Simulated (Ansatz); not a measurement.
The parent structure is SiGe in the wurtzite structure (space group P6_3mc, No. 186; a model cell, its experimental status unchecked).

```cif
data_Ge2Si2
_chemical_formula_sum 'Ge2 Si2'
_space_group_name_H-M_alt 'P63mc'
_space_group_IT_number 186
_space_group_name_Hall 'P 6c -2c'
_cell_length_a 3.90037
_cell_length_b 3.90037
_cell_length_c 6.44343
_cell_angle_alpha 90.000
_cell_angle_beta 90.000
_cell_angle_gamma 120.000
loop_
_atom_site_label
_atom_site_type_symbol
_atom_site_symmetry_multiplicity
_atom_site_Wyckoff_symbol
_atom_site_fract_x
_atom_site_fract_y
_atom_site_fract_z
_atom_site_occupancy
Ge1 Ge 2 b 0.33333 0.66667 0.49962 1
Si1 Si 2 b 0.33333 0.66667 0.12558 1
```

Computed with Ansatz (a quantum-chemistry and plane-wave program), PBEsol, PAW, cutoff 420 eV, spin-orbit coupling left out, earlier PAW set.

One change was made to it. Results:

| quantity | base | after |
|---|---|---|
| band gap | 0.35 eV | zero |
| volume per atom | 21.22 Å³ | 16.92 Å³ |

Question: Which change produced these results?
(A) pressure 2.1 GPa
(B) pressure −1 GPa
(C) pressure 4.5 GPa
(D) pressure 30 GPa

Answer: D, pressure 30 GPa. For comparison, the band gap in the other runs: pressure 4.5 GPa gives 0.26 eV; pressure −1 GPa gives 0.37 eV; pressure 2.1 GPa gives 0.31 eV.

The mesh was chosen for an insulator and is coarse for the gapless case. Load acts through the strain it causes; cell and atoms are relaxed under it. Stability against distortions was not tested. No other phases were tried under pressure. The final runs are not spin-polarised. A zero or small gap of SiGe under pressure 30 GPa and SiGe under pressure 4.5 GPa can be the functional's error rather than a property of the material.
